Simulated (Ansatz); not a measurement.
**monoclinic HfO2: the defect C_O**

Method: PBE, PAW (plane waves to 420 eV; Ansatz, an electronic-structure program). The supercell holds 96 host sites (2×2×2 repeats of the unit cell), with a 2×2×2 shifted k-point sampling for the final energies. Site at the start: the O(2,4-fold) site. Charged cells carry a point-charge image correction with potential alignment at far atoms. Dielectric constants: PBE linear response of the host. Host gap at this level: 4.04 eV. These values are not converged in cell size to better than tenths of an eV. PBE underestimates the host's gap, which shifts levels and can delocalise carriers. Spin–orbit coupling is left out, which matters for these heavy elements. Each state is the lowest found from its start.

Formation energies E_f are given with the Fermi level at the valence-band maximum. Chemical conditions: Hf-rich (Δμ(O) = -5.19 eV, Δμ(C) = -1.83 eV, bounded by HfC (Fm-3m); only phases computed here count, gases as isolated molecules at 0 K); O-rich (Δμ(O) = 0.00 eV, Δμ(C) = -4.05 eV, bounded by CO2 (Pa-3); only phases computed here count, gases as isolated molecules at 0 K). Reference phases: C: graphite, O: O2 molecule in a box.

```json
[
 {"charge": "+1", "moment (μB)": "3.0", "point group": "C1", "largest move off a lattice site (Å)": "0.17", "image correction with alignment (eV)": "0.09", "E_f, Hf-rich (eV)": "4.87", "E_f, O-rich (eV)": "12.27", "above the lowest spin state (eV)": "0.00"},
 {"charge": "0", "moment (μB)": "2.0", "point group": "C1", "largest move off a lattice site (Å)": "0.12", "image correction with alignment (eV)": "0.00", "E_f, Hf-rich (eV)": "5.83", "E_f, O-rich (eV)": "13.23", "above the lowest spin state (eV)": "0.00"},
 {"charge": "0", "moment (μB)": "not spin-polarised", "point group": "C1", "largest move off a lattice site (Å)": "0.33", "image correction with alignment (eV)": "0.00", "E_f, Hf-rich (eV)": "6.22", "E_f, O-rich (eV)": "13.63", "above the lowest spin state (eV)": "0.39"},
 {"charge": "−1", "moment (μB)": "1.0", "point group": "C1", "largest move off a lattice site (Å)": "0.10", "image correction with alignment (eV)": "0.09", "E_f, Hf-rich (eV)": "7.28", "E_f, O-rich (eV)": "14.69", "above the lowest spin state (eV)": "0.00"},
 {"charge": "−2", "moment (μB)": "not spin-polarised", "point group": "C1", "largest move off a lattice site (Å)": "0.13", "image correction with alignment (eV)": "0.36", "E_f, Hf-rich (eV)": "9.08", "E_f, O-rich (eV)": "16.49", "above the lowest spin state (eV)": "0.00"}
]
```

Point groups are those of the whole cell at tolerances of 0.03 and 0.1 Å ("near" where only the looser one holds); none is given for unsettled states.

Starting moments that weren't kept: charge +1 began with 1 μB and ended with 3.0.

Transition levels above the valence-band maximum: ε(+1/0) = 0.96 eV; ε(0/−1) = 1.46 eV; ε(−1/−2) = 1.79 eV. On the lower envelope of the bound states, inside the gap: (+1/0) at 0.96 eV; (0/−1) at 1.46 eV; (−1/−2) at 1.79 eV.

Flagged in the runs: a host whose relaxation on this sampling wasn't shown to rest, a strain field that reaches the edge of the cell.

All states together cost roughly 7 core-hours.
